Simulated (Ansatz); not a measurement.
Base system: KTaO₃ in the cubic perovskite structure (space group Pm-3m, No. 221; a = 4.0232 Å).

It is then changed as follows: a hydrostatic pressure of 9 GPa.

Levels (all Ansatz, a quantum-chemistry and plane-wave program, PAW, earlier PAW set): PBE (420 eV, spin-orbit coupling left out); PBE+SOC (420 eV, noncollinear with spin-orbit coupling).

The geometry is relaxed with PBE.

```
Item            Value
------------  -------
PBE band gap  2.27 eV
```

With PBE+SOC at the same geometry, the electron mass (degenerate bands, along [100]) is 0.26, 0.73 mₑ (at Γ); the hole mass (degenerate bands, along [100]) amounts to 1.0, 2.7 mₑ (at R); the band gap decreases by 0.14 eV to 2.13 eV.

Single points use the geometry relaxed with PBE. Differences between runs with and without spin-orbit coupling are approximate. With Ta present, leaving out spin-orbit coupling can change the band edges. Load acts through the strain it causes; cell and atoms are relaxed under it. Masses are band curvatures over ±0.01 Å⁻¹ around the edge. Whether these cells are dynamically stable was not tested. Competing high-pressure phases were not computed.
